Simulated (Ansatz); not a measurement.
The parent structure is Pt in the fcc (Cu type) structure (space group Fm-3m, No. 225; a = 3.942 Å; relaxed with 0.1 eV smearing). Axes: x, y, z lie along the cube axes.

Method: plane-wave PAW DFT at the r2SCAN level (Ansatz, a first-principles code, 500 eV), without spin-orbit coupling, earlier PAW set.

Strains are applied to the cell and any free atomic positions relax; under stress the whole cell relaxes.

One change was made to it. Results:

The energy increases by 11 meV/atom; the shortest interatomic distance falls by 0.062 Å to 2.725 Å.

**Question.** Which of these changes matches the shifts?
A) uniaxial stress, 3 GPa compression along z
B) strain tensor (xx, yy, zz, yz, xz, xy) = (+2.40, −0.36, −3.28, +0.41, −0.35, −1.19) %
C) isotropic strain +1.26 %

**Answer.** B, strain tensor (xx, yy, zz, yz, xz, xy) = (+2.40, −0.36, −3.28, +0.41, −0.35, −1.19) %. For comparison, the energy relative to the base in the other runs: uniaxial stress, 3 GPa compression along z gives +3.9 meV/atom; isotropic strain +1.26 % gives +17 meV/atom.

Stability under load was not tested beyond the relaxation. The final runs are not spin-polarised. Pt lies near a magnetic instability that expansion can trigger; it was not tested.
